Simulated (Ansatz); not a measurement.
Take KCl in the rock salt structure (space group Fm-3m, No. 225; a = 6.244 Å) as the base. Axes: x, y, z lie along the cube axes.

All numbers come from PBEsol (Ansatz, a quantum-chemistry and plane-wave program; PAW; 420 eV plane waves; no spin-orbit coupling).

Strains are applied to the cell and any free atomic positions relax.

One change was made to it. Results:

```json
[
 {"quantity": "electron mass", "base": "0.43 mₑ (at Γ)", "after": "0.46 mₑ (at Γ)"},
 {"quantity": "band gap", "base": "5.10 eV", "after": "4.73 eV"},
 {"quantity": "energy relative to the base (free energy F)", "base": "0 meV/atom", "after": "+24 meV/atom"},
 {"quantity": "gap character", "base": "direct at Γ", "after": "direct at Γ"}
]
```

**Question.** Which of these changes matches the shifts?
(A) isotropic strain −5.54 %
(B) uniaxial strain ε_zz = +0.99 %
(C) isotropic strain −5.50 %
(D) isotropic strain +4.20 %
(E) isotropic strain −2.25 %

**Answer.** D, isotropic strain +4.20 %. For comparison, the band gap in the other runs: isotropic strain −5.50 % gives 5.72 eV; uniaxial strain ε_zz = +0.99 % gives 5.07 eV; isotropic strain −2.25 % gives 5.33 eV; isotropic strain −5.54 % gives 5.73 eV.

Masses are band curvatures over ±0.01 Å⁻¹ around the edge. Whether these cells are dynamically stable was not tested. k-point labels follow each cell's own Brillouin zone.
